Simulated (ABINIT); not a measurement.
Band structure of As (R-3m, 2 atoms in the cell).

```xyz
2
Lattice="3.6804 -1.8800 0.0000 3.6804 1.8800 0.0000 2.7200 0.0000 3.1114" Properties=species:S:1:pos:R:3 pbc="T T T"
As     2.2883     0.0000     0.7063
As     7.7924     0.0000     2.4051
```

Level of theory: PBE, norm-conserving pseudopotentials (PseudoDojo nc-sr-05 PBE standard) (plane waves; ABINIT 10.0.3).

Settings: pseudos = [As.upf]; ecut = 42 Ha; occopt = 3; tsmear = 0.05 eV; ngkpt = 7 7 7; nshiftk = 1; shiftk = 0 0 0; potentials = PseudoDojo nc-sr-05 PBE standard; kptopt = 1; nstep = 80; tolvrs1 = 1e-10; ndtset = 2; getden2 = 1.

The starting cell has typed, rounded lattice constants, without a prior relaxation at this level.

Levels in eV from the Fermi level, bands 12 to 19:
| point | 12 | 13 | 14 | 15 | 16 | 17 | 18 | 19 |
|---|---|---|---|---|---|---|---|---|
| Γ | -5.88 | -2.59 | -2.01 | -2.01 | 1.70 | 2.90 | 2.90 | 6.86 |
| L | -11.13 | -2.82 | -2.81 | -0.42 | -0.33 | 0.25 | 1.29 | 8.97 |
| B1 | -10.63 | -5.90 | -5.43 | -1.40 | 1.17 | 5.24 | 5.45 | 6.79 |

Bands cross the Fermi level along this path, so the cell is metallic at this level.
